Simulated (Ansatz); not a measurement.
The starting structures come from a database of crystals and need not be the phases stable at ambient conditions.

 Where the default PAW files enter, the runs use the earlier of Ansatz's two default sets.

The decay constant κ of evanescent states in the gap governs leakage through a thin film.

Here is the system:

```
K2PdCl4
1.0
    4.09635     0.00000     0.00000
    0.00000     9.98102     0.00000
    0.00000     4.99051     4.99051
K Pd Cl
2 1 4
Direct
  0.50000   0.50000   0.50000
  0.50000   0.00000   0.50000
  0.00000   0.00000   0.00000
  0.00000   0.76778   0.00000
  0.00000   0.23222   0.00000
  0.00000   0.76778   0.46444
  0.00000   0.23222   0.53556
```

Space group of this cell: P4/mmm. The cell is taken as given; by PBEsol its mean pressure is -0.8 GPa.

Transport runs along the normal of the first two printed cell vectors, the (110) plane of the conventional cell.

The gap is the functional's own. No spin-orbit coupling. Mid-gap values are interpolated on the energy grid.

Predict the band gap and the smallest decay constant κ at mid-gap from PBEsol (Ansatz, an electronic-structure program).

Gap 1.40 eV on a 8×6×6 mesh; κ = 0.314 1/Å, at the zone centre.
